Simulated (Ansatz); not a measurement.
## How the bulk modulus B0 of Hf (model structure, started from the diamond type, Fd-3m, No. 227, 2 atoms in the cell) moves with the method

No measured value is used here.

| level (code) | value (GPa) | cell (Å³/atom) |
|---|---|---|
| LDA (Ansatz) | 31.7 | 30.06 |
| PBE (Ansatz) | 29.6 | 35.08 |
| PBEsol (Ansatz) | 28.5 | 32.31 |
| r²SCAN (Ansatz) | [?] | 33.74 |

Question: What belongs in the gaps?

Answer: 
- r²SCAN (Ansatz, an electronic-structure program), value (GPa): 22.3

Density-functional levels without +SOC have no spin–orbit coupling. LDA, PBE, PBEsol, r²SCAN: the bulk modulus is −V dP/dV from two relaxed cells at ±2 % in volume. Each level is taken at its own relaxed cell. Cutoffs differ between the levels. Ansatz's density-functional and Hartree–Fock values are scalar-relativistic unless marked +SOC, with PAW data made under PBE.

A model structure was made by putting elements into a prototype or built by hand; it is no filed structure, need not be a known phase, and can be a saddle point held by its symmetry.
